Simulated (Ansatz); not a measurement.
Base system: Pb in the fcc (Cu type) structure (space group Fm-3m, No. 225; a = 4.934 Å; relaxed with 0.1 eV smearing). Axes: x, y, z lie along the cube axes.

All numbers come from PBEsol (Ansatz, a first-principles code), no spin-orbit coupling.

Base values:

The pressure comes out as 0.0 GPa.

One thing is altered: uniaxial strain ε_xx = +2.87 %, all other strain components held at zero, atoms relaxed at fixed cell.

Task: Predict the new energy relative to the base and pressure.

Result: The energy goes up by 4.1 meV/atom; the pressure (mean of the normal stresses, compression positive) goes from zero to -1.2 GPa.

Stability against distortions was not tested.
